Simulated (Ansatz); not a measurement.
Consider a 32-atom cell of (Ru,Rh) started in the hexagonal close-packed structure, site fractions Ru 0.875, Rh 0.125, short-range order 0.00 among the nearest mixed sites of the first mixed sublattice (0 is random, a negative value favours unlike neighbours), space group P1 at the end. Its start:

```xyz
32
Lattice="1.3679 -7.1066 -4.3214 -1.3671 7.1066 -4.3211 6.8365 2.3688 4.3206" Properties=species:S:1:pos:R:3 pbc="T T T"
Ru     1.3791    -0.7987    -3.1833
Ru    -0.0003     1.5889    -3.2512
Rh     1.3692    -5.5239    -3.2327
Ru     2.7258     6.3245    -3.2300
Ru     2.7572     1.5934    -3.2289
Ru     2.7611     1.5844     1.0662
Ru     1.3650     3.9459    -3.2307
Ru     2.7191    -3.1517    -3.2526
Ru     0.0226     6.3016    -3.3106
Ru     6.8371    -0.7875     1.0951
Ru     5.4596     1.5737     1.0685
Ru     4.0768     3.9471    -3.2185
Ru     4.0813     3.9631     1.0590
Ru     4.1084    -0.7840    -3.2497
Ru     5.4584     6.3030     1.0649
Ru     5.4490     1.5717    -3.2343
Ru     2.7553    -1.5948    -1.0875
Ru     1.3912     0.7885    -1.1074
Rh     1.3902     0.7817    -5.3922
Ru     4.1002     5.5334    -1.1138
Ru     4.0946     0.7917    -1.0824
Ru     4.1167     0.7838    -5.3990
Ru     2.7235     3.1525    -1.0588
Ru     4.0904    -3.9374    -1.0939
Ru     2.7511    -1.5925    -5.3912
Ru    -0.0067     3.1744    -5.3659
Ru     6.8408     0.7791     3.2477
Ru     5.4403     3.1648    -1.0417
Rh     6.8249    -3.9472    -1.0924
Ru     5.4566    -1.5741    -1.0550
Ru     1.3754    -3.9489    -5.4368
Rh     6.8501     0.7864    -1.0892
```

Method: PBE (plane waves to 420 eV, PAW; Ansatz, a quantum-chemistry and plane-wave program). Scalar-relativistic, without spin–orbit coupling; the runs are not spin-polarised. Its k-point mesh 5×5×5, Fermi–Dirac width 0.05 eV.

Q: Predict the alloy's volume and bond lengths.

A: 
```
Item                                                                                              Result
---------------------------------------------------------  ---------------------------------------------
volume per atom                                                                                 13.80 Å³
Ru–Ru bonds (within 1.22 times the sum of covalent radii)  2.690 Å on average, from 2.636 to 2.750 (147)
Rh–Ru bonds (within 1.22 times the sum of covalent radii)   2.703 Å on average, from 2.656 to 2.746 (42)
Rh–Rh bonds (within 1.22 times the sum of covalent radii)    2.694 Å on average, from 2.677 to 2.729 (3)
```
